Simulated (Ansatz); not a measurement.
Start from MgO in the rock salt structure (space group Fm-3m, No. 225; a = 4.204 Å). Axes: x, y, z lie along the cube axes.

Method: DFT with r2SCAN, PAW potentials and a 500 eV plane-wave cutoff in Ansatz (a program for electronic structure), no spin-orbit coupling.

Before the change:

The electron mass is 0.36 mₑ (at Γ).

The change: biaxial strain +2.08 %, plane normal [111], relaxed out of plane (Cartesian); in-plane vectors clamped, the third vector and the atoms free.

**Question.** Estimate the effect on the out-of-plane strain, in-plane stress and electron mass.

**Answer.** The out-of-plane strain amounts to -0.69 %; the mean in-plane stress (compression positive) amounts to -8.0 GPa; the electron mass changes from 0.36 mₑ (at Γ) to 0.38 mₑ out of plane, 0.35 mₑ in plane (at Γ).

The levels and masses belong to the bands next to the band gap. Masses are band curvatures over ±0.01 Å⁻¹ around the edge. No phonon test of stability was made.
